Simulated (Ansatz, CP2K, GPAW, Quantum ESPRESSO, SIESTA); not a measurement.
Code comparison for NiTe2 (P-3m1, 3 atoms in the cell)

Self-consistent single point, at a second geometry (lattice scaled by 0.98). First geometry:

```
CELL_PARAMETERS angstrom
      3.92233     0.00000     0.00000
     -1.96116     3.39683     0.00000
      0.00000     0.00000     5.43799
ATOMIC_POSITIONS crystal
  Ni 0.00000 0.00000 0.00000
  Te 0.33333 0.66667 0.24192
  Te 0.66667 0.33333 0.75808
```

Shared settings, as Ansatz (a first-principles code) writes them: kpoints.mp_grid.grid = 10 10 7; scf.occupations.method = fermi_dirac; scf.occupations.width = 0.1 eV. Potentials and cutoffs stand in the table.

```tsv
code	model	ΔF from the first geometry (meV/atom)	pressure (GPa)	largest force (eV/Å)	cutoff
GPAW	PBEsol, GPAW PAW datasets PBEsol (made by gpaw-setup)	-35.9	-1.78	0.101	800 eV
Ansatz	PBEsol, PAW files made with PBE	-32.9	-1.49	0.121	420 eV
SIESTA	GGA PBEsol, numerical atomic orbitals DZP, PseudoDojo PBEsol standard norm-conserving potentials (rewritten from UPF to PSML)	-43.0	-2.42	0.479	grid 300 Ry
CP2K	PBEsol, GPW, DZVP-MOLOPT-SR-GTH basis, GTH-PBE potentials (GTH_POTENTIALS)	-4.7	2.04	0.466	grid 600 Ry
Quantum ESPRESSO	PBEsol, PSlibrary PAW (PBE) pseudopotentials	-29.8	-1.24	0.181	50 Ry
```

On Ansatz's run: spin-orbit coupling is off. Spin polarisation is off, so a magnetic state, if there is one, cannot be reached.

The spread over the programs that give each value: ΔF from the first geometry within 38.3 meV/atom; pressure within 4.46 GPa; largest force within 0.378 eV/Å.

SIESTA and CP2K use small atom-centred bases, whose incompleteness enters pressures, forces and empty levels differently from a plane-wave cutoff. Ansatz's pressure is given at a fixed set of plane waves, as the other plane-wave codes print theirs; with its correction for the finite basis it is -1.44 GPa. In the pressure, CP2K (by 3.52) lies more than 1 GPa from the median of the plane-wave programs. In the force vectors, SIESTA (by 0.359) and CP2K (by 0.346) lie more than 0.08 eV/Å from the median of the plane-wave programs.

The starting cell comes from a database of computed structures (which also holds hypothetical and non-ambient phases and stackings), without a prior relaxation at this level. Its lattice was rescaled by a random factor within 2.5 % of one. For this run, on top of that: lattice scaled by 0.98.

Keys are those of Ansatz 0.2.
